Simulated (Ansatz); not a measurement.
# Point defect C interstitial started as a split pair with C in metastable 2H silicon carbide

Calculation: PBE, PAW (plane waves to 420 eV; Ansatz, a program for electronic structure). A 3×2×2 supercell of 96 sites was used; the energies come from a 2×2×2 shifted sampling of its zone. Site at the start: split with C. Charged cells carry a point-charge image correction with potential alignment at far atoms. Dielectric constants: PBE linear response of the host. Host gap at this level: 2.31 eV. Finite-size and sampling errors can reach tenths of an eV here. Levels are measured in PBE's own, too narrow, gap. Spin–orbit coupling is left out. Each state is the lowest found from its start.

Formation energies E_f are given with the Fermi level at the valence-band maximum. Chemical conditions: C-rich (Δμ(C) = 0.00 eV; only phases computed here count, gases as isolated molecules at 0 K); Si-rich (Δμ(C) = -0.40 eV; only phases computed here count, gases as isolated molecules at 0 K). Reference phases: C: graphite.

The name describes the start; the neighbours show where the added atom ended.

```json
[
 {"charge": "+2", "moment (μB)": "not spin-polarised", "largest move off a lattice site (Å)": "0.35", "neighbours of the added atom at the end (Å)": "C 1.27, Si 1.90, Si 1.91", "image correction with alignment (eV)": "0.89", "E_f, C-rich (eV)": "4.95", "E_f, Si-rich (eV)": "5.35", "above the lowest spin state (eV)": "0.00"},
 {"charge": "+1", "moment (μB)": "1.0", "largest move off a lattice site (Å)": "0.31", "neighbours of the added atom at the end (Å)": "C 1.31, Si 1.84, Si 1.85", "image correction with alignment (eV)": "0.26", "E_f, C-rich (eV)": "5.29", "E_f, Si-rich (eV)": "5.70", "above the lowest spin state (eV)": "0.00"},
 {"charge": "0", "moment (μB)": "2.0", "largest move off a lattice site (Å)": "0.28", "neighbours of the added atom at the end (Å)": "C 1.36, Si 1.78, Si 1.80", "image correction with alignment (eV)": "0.00", "E_f, C-rich (eV)": "6.37", "E_f, Si-rich (eV)": "6.77", "above the lowest spin state (eV)": "0.00"},
 {"charge": "0", "moment (μB)": "not spin-polarised", "largest move off a lattice site (Å)": "0.45", "neighbours of the added atom at the end (Å)": "C 1.39, Si 1.86, Si 1.86, Si 1.91", "image correction with alignment (eV)": "0.00", "E_f, C-rich (eV)": "6.67", "E_f, Si-rich (eV)": "7.07", "above the lowest spin state (eV)": "0.30"},
 {"charge": "−1", "moment (μB)": "1.0", "largest move off a lattice site (Å)": "0.38", "neighbours of the added atom at the end (Å)": "C 1.43, Si 1.79, Si 1.79, Si 2.44", "image correction with alignment (eV)": "0.07", "E_f, C-rich (eV)": "8.10", "E_f, Si-rich (eV)": "8.50", "above the lowest spin state (eV)": "0.00"},
 {"charge": "−2", "moment (μB)": "not spin-polarised", "largest move off a lattice site (Å)": "0.43", "neighbours of the added atom at the end (Å)": "C 1.49, Si 1.80, Si 1.81, Si 1.90", "image correction with alignment (eV)": "0.50", "E_f, C-rich (eV)": "10.24", "E_f, Si-rich (eV)": "10.64", "above the lowest spin state (eV)": "0.00"}
]
```

No other site or start that was run ended lower by more than 0.1 eV.

Transition levels above the valence-band maximum: ε(+2/+1) = 0.35 eV; ε(+1/0) = 1.07 eV; ε(0/−1) = 1.73 eV; ε(−1/−2) = 2.15 eV. On the lower envelope of the bound states, inside the gap: (+2/+1) at 0.35 eV; (+1/0) at 1.07 eV; (0/−1) at 1.73 eV; (−1/−2) at 2.15 eV.

Flagged in the runs: a host whose relaxation on this sampling wasn't shown to rest, a strain field that reaches the edge of the cell.
